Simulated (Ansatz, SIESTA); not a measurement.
**One structure in several programs: SnF3 (Fm-3m, 8 atoms in the cell)**

Relaxation of cell and atoms.

```
SnF3
1.0
    0.00000     4.31244     4.31244
    4.31244     0.00000     4.31244
    4.31244     4.31244     0.00000
Sn F
2 6
Direct
  0.50000   0.50000   0.50000
  0.00000   0.00000   0.00000
  0.72819   0.27181   0.72819
  0.27181   0.72819   0.27181
  0.72819   0.27181   0.27181
  0.27181   0.72819   0.72819
  0.72819   0.72819   0.27181
  0.27181   0.27181   0.72819
```

Shared settings, as Ansatz (a program for electronic structure) writes them: kpoints.mp_grid.grid = 6 6 6; scf.occupations.method = fermi_dirac; scf.occupations.width = 0.0037 Ry. Potentials and cutoffs stand in the table.

| code | model | final volume (Å³/atom) | gap on the mesh (eV) | cutoff |
|---|---|---|---|---|
| SIESTA | GGA PBEsol, numerical atomic orbitals DZP, PseudoDojo PBEsol standard norm-conserving potentials (rewritten from UPF to PSML) | 20.26 | 2.296 | grid 400 Ry |
| Ansatz | PBEsol, PAW files made with PBE | 20.50 | 2.717 | default |

Gaps are read on the mesh.

The spread over the programs that give each value: final volume within 0.24 Å³/atom; gap on the mesh within 0.421 eV.

SIESTA uses small atom-centred bases, whose incompleteness enters pressures, forces and empty levels differently from a plane-wave cutoff. The programs treat the finite-basis stress differently while the cell relaxes: Ansatz adds an estimate of it.

The starting cell comes from a database of computed structures (which also holds hypothetical and non-ambient phases and stackings), without a prior relaxation at this level. Its lattice was rescaled by a random factor within 2.5 % of one.

Keys are those of Ansatz 0.2.
